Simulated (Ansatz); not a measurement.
ZrSi2: isotropic strain +3.81 %

Base system: ZrSi2 (space group Cmcm, No. 63; a = 3.7044 Å, b = 14.7922 Å, c = 3.6789 Å).

Perturbation: every lattice vector is stretched by 3.81 %; the atoms relax in the strained cell.

The values are results of Ansatz (an electronic-structure program) PBE, no spin-orbit coupling, not measurements. Settings: 13×13×13 k-points, 0.05 eV Fermi–Dirac smearing.

Space group: Cmcm (No. 63) (base Cmcm (No. 63))
Shortest interatomic distance: 4.687 bohr (base 4.573 bohr)
Energy relative to the base (free energy F): +77 meV/atom
Pressure (mean of the normal stresses, compression positive): -11.3 GPa (base 0.0 GPa)
Band gap: zero (base zero)
Largest internal atomic displacement: 0.025 Å

Final structure:

```
ZrSi2
1.0
    1.92279    -7.67788     0.00000
    1.92279     7.67788     0.00000
    0.00000     0.00000     3.81911
Si Zr
4 2
Direct
  0.94847   0.05153   0.75000
  0.05153   0.94847   0.25000
  0.24980   0.75020   0.75000
  0.75020   0.24980   0.25000
  0.60647   0.39353   0.75000
  0.39353   0.60647   0.25000
```

No phonon test of stability was made. All final runs are without spin polarisation.
